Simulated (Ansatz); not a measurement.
Band structure of BaCd11 (Imma, 24 atoms in the cell).

```
BaCd11
1.0
   -6.08895     6.09587     3.92239
    6.08895    -6.09587     3.92239
    6.08895     6.09587    -3.92239
Ba Cd
2 22
Direct
  0.87509   0.62509   0.25000
  0.12491   0.37491   0.75000
  0.94416   0.27835   0.07647
  0.05584   0.72165   0.92353
  0.70188   0.86769   0.42353
  0.29812   0.13231   0.57647
  0.05584   0.13231   0.33419
  0.94416   0.86769   0.66581
  0.29812   0.72165   0.16581
  0.70188   0.27835   0.83419
  0.37488   0.12488   0.25000
  0.62512   0.87512   0.75000
  0.00000   0.00000   0.00000
  0.50000   0.00000   0.50000
  0.50000   0.00000   0.00000
  0.50000   0.50000   0.50000
  0.36727   0.20150   0.92311
  0.63273   0.79850   0.07689
  0.77839   0.44416   0.57689
  0.22161   0.55584   0.42311
  0.63273   0.55584   0.83423
  0.36727   0.44416   0.16577
  0.22161   0.79850   0.66577
  0.77839   0.20150   0.33423
```

Computed with LDA (PW92), default PAW files made with PBE (plane waves; Ansatz, an electronic-structure program).

Settings: basis.ecutwfc = 420 eV; kpoints.mp_grid.grid = 3 3 3; hamiltonian.xc = lda; hamiltonian.pseudopotentials = {kind: paw} (the program's default PAW files); scf.occupations.method = methfessel_paxton; scf.occupations.width = 0.1 eV; kpoints.band_path.npoints = 10.

The starting cell comes from a database of computed structures (which also holds hypothetical and non-ambient phases and stackings), without a prior relaxation at this level. Its lattice was rescaled by a random factor within 2.5 % of one.

Levels in eV from the Fermi level, bands 228 to 235:
| point | 228 | 229 | 230 | 231 | 232 | 233 | 234 | 235 |
|---|---|---|---|---|---|---|---|---|
| Γ | 0.14 | 0.22 | 0.27 | 0.28 | 0.41 | 0.42 | 0.63 | 0.97 |
| X | -0.93 | -0.69 | -0.68 | -0.68 | 0.56 | 0.56 | 0.62 | 1.37 |
| L | -0.93 | -0.69 | -0.68 | -0.68 | 0.56 | 0.56 | 0.62 | 1.37 |
| T | -0.60 | -0.57 | -0.02 | 0.06 | 0.38 | 0.46 | 0.53 | 0.91 |
| W | -0.52 | -0.21 | -0.21 | 0.45 | 0.45 | 0.49 | 0.49 | 0.94 |
| R | -0.60 | -0.56 | -0.02 | 0.05 | 0.37 | 0.46 | 0.53 | 0.91 |
| X1 | -0.93 | -0.69 | -0.68 | -0.68 | 0.56 | 0.56 | 0.62 | 1.37 |
| Z | -1.20 | -0.92 | -0.91 | -0.51 | -0.51 | 0.12 | 0.12 | 1.50 |
| Y | -1.20 | -0.92 | -0.91 | -0.51 | -0.51 | 0.12 | 0.12 | 1.50 |
| S | -0.87 | -0.33 | -0.33 | 0.32 | 0.32 | 0.81 | 0.81 | 1.37 |

Bands cross the Fermi level along this path, so the cell is metallic at this level.

Keys are those of Ansatz 0.2.
